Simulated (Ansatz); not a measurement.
Pt: response to strain

Take Pt in the fcc (Cu type) structure (space group Fm-3m, No. 225; a = 3.942 Å; relaxed with 0.1 eV smearing) as the base. Axes: x, y, z lie along the cube axes.

Strains are applied to the cell and any free atomic positions relax; under biaxial strain the out-of-plane vector relaxes too.

All numbers come from plane-wave PAW DFT at the r2SCAN level (Ansatz, a first-principles code, 500 eV), without spin-orbit coupling.

Notes on the quantities. energy relative to the base: free energy F; pressure: mean of the normal stresses, compression positive.

| variant | energy relative to the base | pressure | out-of-plane strain |
|---|---|---|---|
| base | 0 meV/atom | 0.0 GPa | – |
| biaxial strain +0.42 %, plane normal [111], relaxed out of plane | +0.5 meV/atom | -0.9 GPa | -0.51 % |
| biaxial strain +0.83 %, plane normal [111], relaxed out of plane | [?] | [?] | [?] |
| biaxial strain +1.25 %, plane normal [111], relaxed out of plane | +4.5 meV/atom | -2.4 GPa | -1.47 % |
| biaxial strain +1.67 %, plane normal [111], relaxed out of plane | +7.9 meV/atom | -3.2 GPa | -1.94 % |
| biaxial strain +2.08 %, plane normal [111], relaxed out of plane | +12 meV/atom | -3.9 GPa | -2.38 % |
| biaxial strain +2.50 %, plane normal [111], relaxed out of plane | +17 meV/atom | -4.5 GPa | -2.83 % |

Question: What belongs in the blanks?

Answer: 
- biaxial strain +0.83 %, plane normal [111], relaxed out of plane, energy relative to the base: +2.0 meV/atom
- biaxial strain +0.83 %, plane normal [111], relaxed out of plane, pressure: -1.7 GPa
- biaxial strain +0.83 %, plane normal [111], relaxed out of plane, out-of-plane strain: -0.99 %

No phonon test of stability was made. All final runs are without spin polarisation. Pt lies near a magnetic instability that expansion can trigger; it was not tested.
